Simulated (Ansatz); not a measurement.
## Hypothetical rock salt ZrSi, element substitutions

Start from ZrSi in the rock salt structure (space group Fm-3m, No. 225; a = 5.342 Å; a hypothetical phase, not in the database extracts checked).

Each row replaces one element on all its sites; cell and atoms are relaxed.

Levels (all Ansatz, a quantum-chemistry and plane-wave program, PAW, earlier PAW set): PBEsol (420 eV, spin-orbit coupling left out); PBEsol+SOC (420 eV, with spin-orbit coupling).

Pressures by level, all at the geometries relaxed with PBEsol:

| case | PBEsol | PBEsol+SOC |
|---|---|---|
| base | 0.0 GPa | 0.0 GPa |
| Si → Pb | 0.0 GPa | -0.7 GPa |
| Si → Os | 0.0 GPa | 0.5 GPa |
| Si → Mg | 0.0 GPa | 0.0 GPa |

Single points use the geometry relaxed with PBEsol. The spin-orbit shifts are approximate. Stability against distortions was not tested. As relaxed here, ZrPb, ZrOs and MgZr are hypothetical phases, not in the database extracts checked. The runs without spin-orbit coupling are not spin-polarised. MgZr has a high density of states at the Fermi level and may be magnetic at this level.
